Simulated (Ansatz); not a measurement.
Rh: energy against strain

Rh (fcc, Fm-3m, 13.238 Å³/atom at rest) under an equal strain ε in the (111) plane with the normal axis free, as in a coherent film. LDA in Ansatz, a plane-wave DFT program (PAW, default set), 420 eV, 30×30×30 Γ-centred mesh, Fermi-Dirac smearing 0.10 eV; ions are relaxed within the symmetry of each cell.

Here s stands for strain and y for E less E0.

| strain (%) | E less E0 (meV/atom) |
|---|---|
| -1.25 | 8.64 |
| -0.83 | 3.59 |
| -0.42 | 0.79 |
| 0.00 | 0.00 |
| 0.42 | 1.22 |
| 0.83 | 4.25 |
| 1.25 | 9.16 |
| 2.50 | ? |

The 7 complete rows are fitted with a parabola, y against s. Least squares gives y = -0.001 + 0.2839·s + 5.6959·s². Residuals (row less fit): 0.096, -0.097, -0.095, 0.001, 0.097, 0.091, -0.094; standard error 0.116 (degrees of freedom: 4). Twice the quadratic coefficient over the volume, 2 × 5.6959 meV × 10⁴ × 0.1602 / 13.238 Å³, is twice the biaxial elastic modulus of this plane = 1379 ± 18 GPa.

Question: What does the fit predict for y at s = 2.50, and how far is the calculated value from it?

Answer: y = -0.001 + 0.2839 × 2.50 + 5.6959 × 2.50² = 36.308 meV/atom. The calculation gives 33.67 meV/atom, 2.638 meV/atom below the prediction (7.8 % of the range of y in the table). The row lies outside the fitted rows, so this is an extrapolation. From the scatter of the fitted rows alone, a prediction at this place has a standard error of 0.445 meV/atom, so the miss is 5.9 times that.

One order more, fitted to all 13 runs of the series, follows each within 0.02, so the miss is the next term of a smooth law. In a metal these values are sensitive to mesh and smearing; energies are taken to zero smearing, stresses follow the free energy. Rows are the converged runs of the series near zero and its far end; series whose fitted rows scatter by over a few per cent of the range, as at a crossing or softening among them, aren't shown in this form. Most that stay on the fit to the last digits aren't either.
